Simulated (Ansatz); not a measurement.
The reference is Be$_{2}$C (space group Fm-3m, No. 225; a = 4.328 Å).

Level of theory: DFT with PBE, PAW potentials and a 420 eV plane-wave cutoff in Ansatz (a program for electronic structure), no spin-orbit coupling.

Strains are applied to the cell and any free atomic positions relax.

One change was made to it. Results:

| quantity | base | after |
|---|---|---|
| energy relative to the base (free energy F) | 0 meV/atom | +25 meV/atom |
| mean gap deformation potential ΔEg/Δln V | – | -0.4 eV |
| electron mass | 0.69 mₑ along k, 0.23 mₑ across (at X) | 0.70 mₑ along k, 0.23 mₑ across (at X) |

Question: What was done to the base?
A) isotropic strain −1.00 %
B) isotropic strain +1.00 %
C) isotropic strain −2.00 %
D) isotropic strain +2.00 %
E) isotropic strain −2.50 %

Answer: E, isotropic strain −2.50 %. For comparison, the energy relative to the base in the other runs: isotropic strain +1.00 % gives +3.7 meV/atom; isotropic strain +2.00 % gives +15 meV/atom; isotropic strain −2.00 % gives +16 meV/atom; isotropic strain −1.00 % gives +3.9 meV/atom.

Masses are band curvatures over ±0.01 Å⁻¹ around the edge. Along k means along the line from Γ to the band edge. Whether these cells are dynamically stable was not tested.
